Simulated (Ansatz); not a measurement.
Consider Cu in the fcc (Cu type) structure (space group Fm-3m, No. 225).

```cif
data_Cu4
_chemical_formula_sum 'Cu4'
_space_group_name_H-M_alt 'Fm-3m'
_space_group_IT_number 225
_space_group_name_Hall '-F 4 2 3'
_cell_length_a 3.57902
_cell_length_b 3.57902
_cell_length_c 3.57902
_cell_angle_alpha 90.000
_cell_angle_beta 90.000
_cell_angle_gamma 90.000
loop_
_atom_site_label
_atom_site_type_symbol
_atom_site_symmetry_multiplicity
_atom_site_Wyckoff_symbol
_atom_site_fract_x
_atom_site_fract_y
_atom_site_fract_z
_atom_site_occupancy
Cu1 Cu 4 a 0.00000 0.00000 0.00000 1
```
(The calculation used a cell of 1 atom; values per cell refer to that cell.)

Calculations: plane-wave PAW DFT at the r2SCAN level (Ansatz, a quantum-chemistry and plane-wave program, 500 eV), no SOC, earlier PAW set.

One change was made to it. Results:

```json
[
 {"quantity": "density", "base": "9.21 g/cm³", "after": "10.51 g/cm³"},
 {"quantity": "shortest interatomic distance", "base": "2.531 Å", "after": "2.422 Å"}
]
```

Which change produced these results?
(A) pressure 2.1 GPa
(B) pressure −1 GPa
(C) pressure 30 GPa
(D) pressure 4.5 GPa

C, pressure 30 GPa. For comparison, the density in the other runs: pressure 4.5 GPa gives 9.45 g/cm³; pressure 2.1 GPa gives 9.32 g/cm³; pressure −1 GPa gives 9.15 g/cm³.

Load acts through the strain it causes; cell and atoms are relaxed under it. Whether these cells are dynamically stable was not tested. Competing high-pressure phases were not computed. All final runs are without spin polarisation.
